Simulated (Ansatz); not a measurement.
This Ansatz (a program for electronic structure) input is the reference run, an 18-atom supercell of TaSi2 (space group P6_222, No. 180) at its relaxed geometry, computed with PBEsol, PAW, 420 eV (Ansatz; without spin-orbit coupling), earlier PAW set:

Ansatz 0.2 input:
```yaml
crystal:
  lattice:
    - [7.1395617254, -4.122027884, 0]
    - [2.3798539084, 4.1220278841, 0]
    - [0, 0, 6.5615399977]
  atoms:
    - { symbol: Ta, position: [0.25, 0.25, 0] }
    - { symbol: Ta, position: [0.75, 0.75, 0] }
    - { symbol: Ta, position: [0, 0.5, 0.3333333333] }
    - { symbol: Ta, position: [0.5, 0, 0.3333333333] }
    - { symbol: Ta, position: [0.75, 0.25, 0.6666666667] }
    - { symbol: Ta, position: [0.25, 0.75, 0.6666666667] }
    - { symbol: Si, position: [0.9203307687, 0.2390076937, 0] }
    - { symbol: Si, position: [0.4203307688, 0.7390076937, 0] }
    - { symbol: Si, position: [0.3406615375, 0.5, 0.3333333333] }
    - { symbol: Si, position: [0.8406615375, 0, 0.3333333333] }
    - { symbol: Si, position: [0.9203307688, 0.7609923063, 0.6666666667] }
    - { symbol: Si, position: [0.4203307688, 0.2609923062, 0.6666666667] }
    - { symbol: Si, position: [0.0796692313, 0.7609923063, 0] }
    - { symbol: Si, position: [0.5796692313, 0.2609923063, 0] }
    - { symbol: Si, position: [0.6593384625, 0.5, 0.3333333333] }
    - { symbol: Si, position: [0.1593384625, 0, 0.3333333333] }
    - { symbol: Si, position: [0.0796692312, 0.2390076937, 0.6666666667] }
    - { symbol: Si, position: [0.5796692313, 0.7390076937, 0.6666666667] }
basis: { ecutwfc: 420, ecutrho_ratio: 4, xc_grid: 2, fft_grid_basis: typed }
kpoints: { mp_grid: { grid: [4, 7, 5] } }
hamiltonian:
  xc: pbesol
  dispersion: none
  pseudopotentials: { azcp: { folder: ./paw }, kind: paw }
scf: { occupations: { method: fermi_dirac, width: 0.05 }, convergence: { dr2_threshold: 0.0000000018 } }
output: { forces: true, stress: true }
checkpoint: { write: state.ck, write_every: 1000 }
```

Q: Write the input for this change: one Ta atom is removed, atoms relaxed at fixed cell, starting from a slightly rattled geometry.

A: 
Ansatz 0.2 input:
```yaml
crystal:
  lattice:
    - [7.1395617254, -4.122027884, 0]
    - [2.3798539084, 4.1220278841, 0]
    - [0, 0, 6.5615399977]
  atoms:
    - { symbol: Ta, position: [0.7521869027, 0.7481497509, -0.0034962263] }
    - { symbol: Ta, position: [0.002296576, 0.4989803301, 0.3340004943] }
    - { symbol: Ta, position: [0.5001053157, -0.0047925793, 0.3301841783] }
    - { symbol: Ta, position: [0.7480742439, 0.2469929243, 0.6714011225] }
    - { symbol: Ta, position: [0.2477751798, 0.751989219, 0.6686220452] }
    - { symbol: Si, position: [0.9213925925, 0.2371862454, -0.0004173894] }
    - { symbol: Si, position: [0.4169518413, 0.7432189106, 0.0034392122] }
    - { symbol: Si, position: [0.3414105194, 0.5021313252, 0.3341180131] }
    - { symbol: Si, position: [0.8401022044, 0.0063143996, 0.3326121566] }
    - { symbol: Si, position: [0.9196442676, 0.7636379775, 0.667904497] }
    - { symbol: Si, position: [0.4196869537, 0.2616360062, 0.6698187443] }
    - { symbol: Si, position: [0.0820094082, 0.7538279612, -0.0048576646] }
    - { symbol: Si, position: [0.5804723045, 0.2610975744, 0.0067937159] }
    - { symbol: Si, position: [0.6570497821, 0.5020996821, 0.3354680073] }
    - { symbol: Si, position: [0.1614993699, 0.0008230334, 0.3376656192] }
    - { symbol: Si, position: [0.0797732595, 0.2349016428, 0.6679094957] }
    - { symbol: Si, position: [0.5806082431, 0.7399919199, 0.6679733387] }
basis: { ecutwfc: 420, ecutrho_ratio: 4, xc_grid: 2, fft_grid_basis: typed }
kpoints: { mp_grid: { grid: [4, 7, 5] } }
hamiltonian:
  xc: pbesol
  dispersion: none
  pseudopotentials: { azcp: { folder: ./paw }, kind: paw }
scf: { occupations: { method: fermi_dirac, width: 0.05 }, convergence: { dr2_threshold: 0.0000000017 } }
relax: { f_tol: 0.02, max_steps: 45 }
output: { forces: true, stress: true }
checkpoint: { write: state.ck, write_every: 1000 }
```
This is the input that was run; other choices of cell and start would serve too.

The cell is small, so the values are those of an ordered compound at a high defect concentration; dilute-limit values will differ. All final runs are without spin polarisation. The defect cell is not spin-polarised.
